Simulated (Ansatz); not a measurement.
Where the default PAW files enter, the runs use the earlier of Ansatz's two default sets.

Input:

```
CELL_PARAMETERS angstrom
      3.07874     0.00000     0.00000
      0.00000     3.07874     0.00000
      1.53937     1.53937     2.17699
ATOMIC_POSITIONS crystal
  Si 0.75000 0.25000 0.50000
  C  0.00000 0.00000 0.00000
```

Space group of this cell: F-43m, zinc blende. The cell is taken as given.

All values below come from r2SCAN (plane waves, PAW; Ansatz, a program for electronic structure).

The current runs along the normal of the first two printed vectors; no spin-orbit coupling. Scaled by the factor s: both lengths across the current (ions clamped). Meshes 14×14×14 and 10×10 across the current in all rows.

```
s     mean pressure (GPa)  band gap (eV)
----  -------------------  -------------
0.98                 10.4              ?
1.00                  0.4           1.71
1.02                 -8.0           1.53
```

Task: Take the slope of the band gap against ln s from the two given rows, extrapolate to s = 0.98, and say what the run there gives.

Result: Slope = (1.53 − 1.71) / ln 1.02 = -9.09 eV. The line gives 1.71 + (-9.09) × ln 0.98 = 1.89 eV. The run gives 1.57 eV, 0.32 eV under the line, 176 % of the predicted step.
